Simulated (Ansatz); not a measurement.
# Hypothetical zinc blende BiB: element substitutions

Base system: BiB in the zinc blende structure (space group F-43m, No. 216; a = 5.4905 Å; a hypothetical phase, not in the database extracts checked).

Each row replaces one element on all its sites; cell and atoms are relaxed.

Levels (all Ansatz, a first-principles code, PAW): r2SCAN (500 eV, without spin-orbit coupling); HSE06 (420 eV, scalar-relativistic without spin-orbit coupling).

Band gaps by level, all at the geometries relaxed with r2SCAN:

| case | r2SCAN | HSE06 |
|---|---|---|
| base | 0.39 eV | 0.88 eV |
| Bi → N | 5.00 eV | ? |
| Bi → P | 1.41 eV | ? |

### Question
What belongs in the blanks?

### Answer

- Bi → N, HSE06: 5.79 eV
- Bi → P, HSE06: 1.96 eV

Single points use the geometry relaxed with r2SCAN. HSE06 was sampled on its mesh, a few special points and the semilocal edge points, so its gap is an upper bound. Spin-orbit coupling, missing from the scalar runs, can matter with Bi. Stability against distortions was not tested.
